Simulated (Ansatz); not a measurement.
System: Y-vacancy pair (Y on one host Hf site, one O site vacant) in monoclinic HfO2 (charge state +1). The step: a nearby O atom hops onto the vacant site (Y-vacancy distance between ideal sites 2.05 → 4.57 Å); the atom moves 2.06 Å along (0.13, 0.28, -0.23) of the unit cell; the moving atom starts with neighbours Hf at 2.07, Hf at 2.12, Hf at 2.17; O at 2.61, O at 2.69 Å and ends with Hf at 1.98, Hf at 2.05; Y at 2.34 Å. DFT values are from Ansatz (plane-wave PAW, 420 eV unless said) in a cell of 96 host sites, spin-restricted, static, with no finite-size correction. The charge state is imposed; whether it is stable for some Fermi level was not computed. Forms of the defect that were not tried may lie lower. The start lies 0.066 eV above the lowest site run (PBE). For the PBE band: the saddle point's order was not checked.

```tsv
Level	Forward barrier (eV)	Cost of the band or of the saddle's single point
CHGNet universal potential (has no charge state), its own band	0.67	-
PBE, the Γ point alone, band relaxed	0.61	very roughly 17 core-minutes
PBE, a 2×2×2 k-point mesh shifted by half a step, same geometries	0.61	roughly 7 core-minutes
r2SCAN at 500 eV, the Γ point alone, same geometries	0.56	very roughly 100 core-seconds
```

Ansatz is a first-principles code.
